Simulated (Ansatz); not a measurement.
The parent structure is ZnCu in the CsCl type structure (space group Pm-3m, No. 221; relaxed with 0.1 eV smearing).

```xyz
2
Lattice="2.9642 0.0000 0.0000 0.0000 2.9642 0.0000 0.0000 0.0000 2.9642" Properties=species:S:1:pos:R:3 pbc="T T T"
Zn     1.4821     1.4821     1.4821
Cu     0.0000     0.0000     0.0000
```

Calculations: PBE, PAW, 420 eV (Ansatz, a program for electronic structure; no spin-orbit coupling).

Strains are applied to the cell and any free atomic positions relax.

One change was made to it. Results:

| quantity | base | after |
|---|---|---|
| pressure | 0.0 GPa | 5.8 GPa |
| energy relative to the base (free energy F) | 0 meV/atom | +10 meV/atom |

Question: Which change produced these results?
A. isotropic strain −2.00 %
B. isotropic strain +3.00 %
C. isotropic strain −1.50 %
D. isotropic strain +0.50 %

Answer: C, isotropic strain −1.50 %. For comparison, the energy relative to the base in the other runs: isotropic strain −2.00 % gives +18 meV/atom; isotropic strain +3.00 % gives +34 meV/atom; isotropic strain +0.50 % gives +1.0 meV/atom.

Whether these cells are dynamically stable was not tested. All final runs are without spin polarisation.
